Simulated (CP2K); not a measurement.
A self-consistent single point of Te2Mo (P1, 3 atoms in the cell) with CP2K.

Method of the run: LDA (Pade form), GPW, DZVP-MOLOPT-SR-GTH basis, GTH-PADE potentials (GTH_POTENTIALS) (CP2K).

The change in words: atoms moved at random. Reference geometry:
```
Te2Mo
1.0
    3.51715     0.00000     0.00000
   -1.75858     3.04594     0.00000
    0.00000     0.00000    17.31202
Te Mo
2 1
Direct
  0.33333   0.66667   0.89786
  0.33333   0.66667   0.10214
  0.00000   0.00000   0.00000
```

Reference input (self-consistent single point, DFT LDA (Pade form), GPW, DZVP-MOLOPT-SR-GTH basis, GTH-PADE potentials (GTH_POTENTIALS)): CUTOFF = 500 Ry; REL_CUTOFF = 60 Ry; KPOINTS/SCHEME = MONKHORST-PACK 6 6 1; GAMMA_CENTERED = T; XC_FUNCTIONAL = PADE; Te/BASIS_SET = DZVP-MOLOPT-SR-GTH-q6; Te/POTENTIAL = GTH-PADE-q6; Mo/BASIS_SET = DZVP-MOLOPT-SR-GTH-q14; Mo/POTENTIAL = GTH-PADE-q14; METHOD = GPW; EPS_DEFAULT = 1e-10; NGRIDS = 5. This run's input differs from it in these lines:

```diff
@@ -65,5 +65,5 @@
     &COORD
-      Te      -0.00000209     2.03062968    15.54376938
-      Te      -0.00000209     2.03062968     1.76824962
-      Mo       0.00000000     0.00000000     0.00000000
+      Te      -0.01613174     2.02119335    15.57247271
+      Te       0.03539803     2.05049532     1.68397471
+      Mo      -0.01927047    -0.01042931     0.05557158
     &END COORD
```

The program printed (abridged):

```
 SCF WAVEFUNCTION OPTIMIZATION

  Step     Update method      Time    Convergence         Total energy    Change
     1 NoMix/Diag. 0.20E+00      -     2.08951928       -85.0922409486 -8.51E+01
     2 Broy./Diag. 0.20E+00      -     0.08421682       -86.3402272870 -1.25E+00
     3 Broy./Diag. 0.20E+00      -     0.09017227       -85.4568036023  8.83E-01
     4 Broy./Diag. 0.20E+00      -     0.04663483       -84.7017017051  7.55E-01
     5 Broy./Diag. 0.20E+00      -     0.01495279       -84.8095729276 -1.08E-01
     6 Broy./Diag. 0.20E+00      -     0.00470382       -84.6637928838  1.46E-01
   [... 15 lines left out ...]
    22 Broy./Diag. 0.20E+00      -     0.00000373       -84.6928244184  8.20E-06
    23 Broy./Diag. 0.20E+00      -     0.00000214       -84.6928265325 -2.11E-06
    24 Broy./Diag. 0.20E+00      -     0.00000210       -84.6928414159 -1.49E-05
    25 Broy./Diag. 0.20E+00      -     0.00000047       -84.6928441891 -2.77E-06
  *** SCF run converged in    25 steps ***

  Overlap energy of the core charge distribution:               0.00000000051432
  Self energy of the core charge distribution:               -163.90591622339872
  Core Hamiltonian energy:                                     36.89547453450366
  Hartree energy:                                              53.83516619875383
  Exchange-correlation energy:                                -11.51756869945879

  Total energy:                                               -84.69284418908570

 ENERGY| Total FORCE_EVAL ( QS ) energy [hartree]            -84.692840132857427

 FORCES| Atomic forces [hartree/bohr]
 FORCES|   Atom     x               y               z               |f|
 FORCES|      1 -7.45210700E-04 -3.05910283E-04 -5.38144797E-03   5.44140629E-03
   [... lines left out ...]

 STRESS| Analytical stress tensor [bar]
 STRESS|                        x                   y                   z
 STRESS|      x        1.70972428397E+04   3.65029503677E+03  -7.75058306761E+03
 STRESS|      y        3.65029503677E+03   1.30972718320E+04  -4.40319115251E+03
 STRESS|      z       -7.75058306761E+03  -4.40319115251E+03   4.05865542172E+04
 STRESS| 1/3 Trace                                             2.35936896296E+04
```

The run converged in 25 iterations. Against the reference run the free energy goes up by 68.8 meV/atom, the pressure goes from 0.49 to 2.36 GPa, the largest force goes from 0.346 to 2.668 eV/Å and the gap on the mesh goes from 1.112 to 1.047 eV.

The starting cell comes from a database of computed structures (which also holds hypothetical and non-ambient phases and stackings), without a prior relaxation at this level. Its lattice was rescaled by a random factor within 2.5 % of one. For this run, on top of that: atoms moved at random. Spin-orbit coupling is off. Values carry the incompleteness of an atom-centred basis. Forces in this geometry exceed 1 eV/Å.

Cost on one core of a shared machine: roughly 60 s.
